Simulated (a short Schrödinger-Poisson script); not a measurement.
## Symmetric double-gate stack, SiO2 on p-type GaAs

Structure: symmetric double-gate stack, SiO2 on p-type GaAs, at 300 K.

| layer | material | thickness (nm) | Na (cm⁻³) |
|---|---|---|---|
| 1 | SiO2 | 2 | - |
| 2 | GaAs | 6 | 1e15 |
| 3 | SiO2 | 2 | - |

The device is made up for the run: typed textbook-type constants, with dimensions and the other settings drawn at random. SiO2: permittivity 3.9, conduction-band edge (eV) 3.17, gap (eV) 9, electron mass (mₑ) 0.5. GaAs: permittivity 12.9, conduction-band edge (eV) 0, gap (eV) 1.424, Nv at 300 K (cm⁻³) 9e18.

Channel valleys (confinement mass, in-plane density-of-states mass, number): Γ 0.067, 0.067, 1. At the gates, both at one voltage, the conduction-band edge of layer 1 lies 3.5 eV − eVg above the Fermi level of the channel. Gaps are held at their typed values at every temperature. Mesh 0.03 nm at interfaces.

Solved with a short Schrödinger-Poisson script written for these runs: 1D Poisson equation in equilibrium, electrons quantum, Hartree (BenDaniel-Duke, 12 states a valley, the channel's in-plane mass for all, wave functions ending at the dielectric), parabolic valleys, classical holes, full ionisation, no traps, pinning or gate leakage.

```tsv
Vg (V)	electrons (cm⁻²)	C (μF/cm²)	Γ E0 (meV)	Γ E1 (meV)
0.15	1.64e6	< 0.003	335.9	803.5
0.3	5.44e8	0.00343	186.0	653.6
0.45	1.24e11	0.568	43.2	510.5
0.6	1.26e12	1.57	-40.1	424.2
0.75	2.80e12	1.68	-99.6	360.6
0.9	4.39e12	1.70	-156.7	299.4
1.05	5.98e12	1.70	-213.6	238.4
1.2	7.57e12	1.70	-270.4	177.4
1.35	9.16e12	1.71	-327.2	116.6
1.5	1.08e13	1.77	-382.7	57.1
1.65	1.25e13	1.97	-431.8	4.1
1.8	1.45e13	2.11	-471.7	-39.7
1.95	1.65e13	2.16	-507.6	-79.2
2.1	1.85e13	2.17	-542.4	-117.7
2.25	2.05e13	2.17	-576.9	-155.9
2.4	2.25e13	2.17	-611.4	-194.1
2.55	2.46e13	2.17	-646.0	-232.2
```

Gate voltages with under 1e6 electrons/cm² are left out.

Subbands count from the Fermi level. The capacitance is that of both gates.

Above a few 1e12 electrons/cm² a light Γ valley is non-parabolic and upper valleys begin to fill, which the model leaves out.
